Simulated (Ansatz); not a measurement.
I on the 1x1 (111) surface of fcc Ag, one in a 2x2 cell, started at the site 'bridge Ag-Ag (span 2.9 Å)'

Method: PBE (plane waves to 420 eV, PAW; Ansatz, a quantum-chemistry and plane-wave program).

Set-up: 17 atoms, 7.1 Å thick at the start under the adsorbate (thin: gaps and levels are the slab's own); mesh 6x6x1; 0.1 eV smearing; dipole correction on; 8 atoms held, the rest relaxed; symmetry of the start imposed; no spin, no spin-orbit, no U, no dispersion correction. At the end it is bonded to 2 Ag. In PBE this state lies 0.06 eV over the lowest of the starts that converged ('hollow Ag-Ag-Ag over Ag at depth 4.7 Å').

```yaml
adsorption energy against ½ I2(g): -1.25 eV
work_function_of_the_top_face: 5.05 eV
change_of_the_work_function: 0.61 eV
change_of_the_step_from_the_bottom_to_the_top_vacuum_level_against_the_clean_slab: 0.60 eV
energy_released_by_relaxation: 0.036 eV
height of the binding atom over the mean of the host atoms within 0.3 Å of the top one: 4.555 bohr
nearest_host_atoms_of_the_binding_atom: Ag at 2.84 Å, Ag at 2.84 Å, Ag at 3.49 Å
largest_move_of_a_host_atom: 0.04 Å
cost: roughly 6 core-minutes
```

A negative adsorption energy means that the adsorbate is more stable on the surface than in its reference.
